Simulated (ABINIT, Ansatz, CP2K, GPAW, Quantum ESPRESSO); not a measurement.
## One structure in several programs: La3TlC (Pm-3m, 5 atoms in the cell)

Self-consistent single point, at a second geometry (lattice scaled by 0.98). First geometry:

```xyz
5
Lattice="5.3251 0.0000 0.0000 0.0000 5.3251 0.0000 0.0000 0.0000 5.3251" Properties=species:S:1:pos:R:3 pbc="T T T"
La     2.6626     0.0000     2.6626
La     0.0000     2.6626     2.6626
La     2.6626     2.6626     0.0000
Tl     0.0000     0.0000     0.0000
C      2.6626     2.6626     2.6626
```

Shared settings, as Ansatz (a first-principles code) writes them: kpoints.mp_grid.grid = 5 5 5; scf.occupations.method = gaussian; scf.occupations.width = 0.272 eV. Potentials and cutoffs stand in the table.

```tsv
code	model	ΔF from the first geometry (meV/atom)	pressure (GPa)	cutoff
Quantum ESPRESSO	LDA (PZ), GBRV 1.5 ultrasoft (LDA) pseudopotentials	-54.2	-3.79	40 Ry
GPAW	LDA (Perdew-Wang 92), GPAW PAW datasets LDA (gpaw-data 1.0.1)	-55.0	–	950 eV
Ansatz	LDA (PW92), PAW files made with PBE	-55.3	-3.59	default
ABINIT	LDA (PW92), PAW (JTH v2.0 LDA PAW)	-53.5	-3.51	52 Ry
CP2K	LDA (Pade form), GPW, DZVP-MOLOPT-SR-GTH basis, GTH-PADE potentials (GTH_POTENTIALS)	-44.7	-2.46	grid 500 Ry
```

A dash marks a value that a program does not give, or that is left out as unsure.

On Ansatz's run: spin-orbit coupling is off.

The spread over the programs that give each value: ΔF from the first geometry within 10.6 meV/atom; pressure within 1.33 GPa.

CP2K uses small atom-centred bases, whose incompleteness enters pressures, forces and empty levels differently from a plane-wave cutoff. Ansatz's pressure is given at a fixed set of plane waves, as the other plane-wave codes print theirs; with its correction for the finite basis it is -3.56 GPa. The pressure of GPAW is left out: its cutoff lies under the one at which its stress was checked. The same LDA comes in different parametrisations, which differ slightly. In the pressure, CP2K (by 1.13) lies more than 1 GPa from the median of the plane-wave programs.

The starting cell comes from a database of computed structures (which also holds hypothetical and non-ambient phases and stackings), without a prior relaxation at this level. Its lattice was rescaled by a random factor within 2.5 % of one. For this run, on top of that: lattice scaled by 0.98.

Left out of this page: Elk and FLEUR (not drawn, or without a comparable value).

Keys are those of Ansatz 0.2.
